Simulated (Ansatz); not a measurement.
Take CsPbCl3 in the cubic perovskite structure (space group Pm-3m, No. 221; a = 5.619 Å) as the base. Axes: x, y, z lie along the cube axes.

Computed with plane-wave PAW DFT at the PBEsol level (Ansatz, a first-principles code, 420 eV), without spin-orbit coupling, earlier PAW set.

Strains are applied to the cell and any free atomic positions relax; under biaxial strain the out-of-plane vector relaxes too; under stress the whole cell relaxes.

One change was made to it. Results:

| quantity | base | after |
|---|---|---|
| band gap | 1.84 eV | 1.65 eV |
| volume per atom | 35.48 Å³ | 37.87 Å³ |

Problem. Which of these changes matches the shifts?
A. biaxial strain −4.77 %, plane normal [110], relaxed out of plane
B. uniaxial strain ε_zz = +1.05 %
C. biaxial strain −4.69 %, plane normal [001], relaxed out of plane
D. uniaxial stress, 3 GPa tension along z
E. strain tensor (xx, yy, zz, yz, xz, xy) = (+0.48, −0.59, +0.07, −0.86, +0.24, +0.21) %

Solution. D, uniaxial stress, 3 GPa tension along z. For comparison, the band gap in the other runs: uniaxial strain ε_zz = +1.05 % gives 1.84 eV; strain tensor (xx, yy, zz, yz, xz, xy) = (+0.48, −0.59, +0.07, −0.86, +0.24, +0.21) % gives 1.80 eV; biaxial strain −4.69 %, plane normal [001], relaxed out of plane gives 1.05 eV; biaxial strain −4.77 %, plane normal [110], relaxed out of plane gives 1.24 eV.

With Pb present, leaving out spin-orbit coupling can change the band edges. Beyond what the load breaks, stability against distortions was not tested. Many cubic perovskites are stable only at high temperature; tilts and polar distortions were not tested. This is not the structure that CsPbCl3 has at room temperature and ambient pressure.
